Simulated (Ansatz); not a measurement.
**PbTe, pressure series**

Consider PbTe in the rock salt structure (space group Fm-3m, No. 225).

```
CELL_PARAMETERS angstrom
      0.00000     3.26715     3.26715
      3.26715     0.00000     3.26715
      3.26715     3.26715     0.00000
ATOMIC_POSITIONS crystal
  Te 0.50000 0.50000 0.50000
  Pb 0.00000 0.00000 0.00000
```

Cell and atoms are relaxed at each pressure.

All numbers come from r2SCAN, PAW, 500 eV (Ansatz, a program for electronic structure; spin-orbit coupling left out).

```json
[
 {"case": "base", "lattice parameter a": "6.534 Å", "band gap": "1.09 eV", "electron mass": "0.34 mₑ along k, 0.12 mₑ across (at L)"},
 {"case": "pressure −2 GPa", "lattice parameter a": "6.652 Å", "band gap": "1.19 eV", "electron mass": "0.36 mₑ along k, 0.12 mₑ across (at L)"},
 {"case": "pressure −1 GPa", "lattice parameter a": "6.590 Å", "band gap": "1.14 eV", "electron mass": "0.35 mₑ along k, 0.12 mₑ across (at L)"},
 {"case": "pressure 0.9 GPa", "lattice parameter a": "6.491 Å", "band gap": "1.05 eV", "electron mass": "0.33 mₑ along k, 0.12 mₑ across (at L)"},
 {"case": "pressure 2.1 GPa", "lattice parameter a": "6.437 Å", "band gap": "0.99 eV", "electron mass": "0.32 mₑ along k, 0.12 mₑ across (at L)"},
 {"case": "pressure 4.5 GPa", "lattice parameter a": "6.346 Å", "band gap": "0.88 eV", "electron mass": "0.30 mₑ along k, 0.11 mₑ across (at L)"},
 {"case": "pressure 9 GPa", "lattice parameter a": "6.211 Å", "band gap": "0.69 eV", "electron mass": "0.26 mₑ along k, 0.11 mₑ across (at L)"},
 {"case": "pressure 15 GPa", "lattice parameter a": "6.075 Å", "band gap": "0.47 eV", "electron mass": "0.20 mₑ along k, 0.11 mₑ across (at L)"},
 {"case": "pressure 22.5 GPa", "lattice parameter a": "5.944 Å", "band gap": "0.21 eV", "electron mass": "0.12 mₑ (at L)"},
 {"case": "pressure 30 GPa", "lattice parameter a": "5.841 Å", "band gap": "zero", "electron mass": "–"}
]
```

With Pb and Te present, leaving out spin-orbit coupling can change the band edges. Load acts through the strain it causes; cell and atoms are relaxed under it. Masses are band curvatures over ±0.01 Å⁻¹ around the edge. Along k means along the line from Γ to the band edge. No phonon test of stability was made. Competing high-pressure phases were not computed. The final runs are not spin-polarised. Gaps under 0.05 eV, about the width of the smearing, are given as zero. The zero or small gap of PbTe under pressure 22.5 GPa and PbTe under pressure 30 GPa can change with the level of theory.
